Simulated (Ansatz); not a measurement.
**A computed series for hypothetical zinc blende LaN: pressure series**

The parent structure is LaN in the zinc blende structure (space group F-43m, No. 216; a = 5.613 Å; a hypothetical phase, not in the database extracts checked).

Cell and atoms are relaxed at each pressure.

Level of theory: PBE (Ansatz, a program for electronic structure; PAW; 420 eV plane waves; no spin-orbit coupling).

| variant | lattice parameter a | smallest direct gap | band gap |
|---|---|---|---|
| base | 5.613 Å | 2.25 eV | 1.17 eV |
| pressure −2 GPa | 5.658 Å | 2.21 eV | 1.15 eV |
| pressure −1 GPa | 5.635 Å | 2.23 eV | 1.16 eV |
| pressure 0.3 GPa | 5.607 Å | 2.25 eV | 1.17 eV |
| pressure 0.7 GPa | … | … | 1.17 eV |
| pressure 1.5 GPa | 5.581 Å | 2.28 eV | 1.18 eV |
| pressure 5 GPa | 5.515 Å | 2.33 eV | 1.20 eV |
| pressure 7.5 GPa | 5.473 Å | 2.37 eV | 1.20 eV |
| pressure 10 GPa | 5.434 Å | 2.40 eV | 1.21 eV |

Question: Some entries are withheld; estimate them.

Answer: 
- pressure 0.7 GPa, lattice parameter a: 5.598 Å
- pressure 0.7 GPa, smallest direct gap: 2.26 eV

Load acts through the strain it causes; cell and atoms are relaxed under it. Stability against distortions was not tested. No other phases were tried under pressure.
